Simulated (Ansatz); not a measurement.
# What a tighter setting buys: kpoints.mp_grid.grid, CsCdCl3 (Pm-3m, 5 atoms in the cell)

```
CsCdCl3
1.0
    5.32968     0.00000     0.00000
    0.00000     5.32968     0.00000
    0.00000     0.00000     5.32968
Cs Cd Cl
1 1 3
Direct
  0.00000   0.00000   0.00000
  0.50000   0.50000   0.50000
  0.00000   0.50000   0.50000
  0.50000   0.00000   0.50000
  0.50000   0.50000   0.00000
```

Computed with PBE0, default PAW files made with PBE (plane waves; Ansatz, a first-principles code).

Base settings: basis.ecutwfc = 420 eV; kpoints.mp_grid.grid = 3 3 3; hamiltonian.xc = pbe0; hamiltonian.pseudopotentials = {kind: paw} (the program's default PAW files); scf.occupations.method = fixed.

Misses are taken against the tightest run, 4 4 4, which need not be fully converged itself. The energy is the free energy per atom.

Core times come from one kind of shared machine and are given to one figure; runs under 30 s give none.

The starting cell comes from a database of computed structures (which also holds hypothetical and non-ambient phases and stackings), without a prior relaxation at this level. Its lattice was rescaled by a random factor within 2.5 % of one. Ansatz's pressure includes its estimate of the finite-basis (Pulay) stress.

```
kpoints.mp_grid.grid  energy less reference (meV/atom)  pressure less reference (GPa)  core time / reference (rough)
--------------------  --------------------------------  -----------------------------  -----------------------------
1 1 1                                           249.13                           0.58                              –
2 2 2                                             3.74                           0.10                            0.3
3 3 3                                             0.35                           0.00                            0.4
4 4 4                                             0.00                           0.00                              1
```

Coarsest setting among those run that, with all tighter ones, holds the energy within 5 meV/atom of the reference: 2 2 2, off by 3.7 meV/atom; it needs about 0.3 of the reference's time.

Coarsest setting among those run that, with all tighter ones, holds the energy within 1 meV/atom of the reference: 3 3 3, off by 0.35 meV/atom; it needs about 0.4 of the reference's time.

Keys are those of Ansatz 0.2.
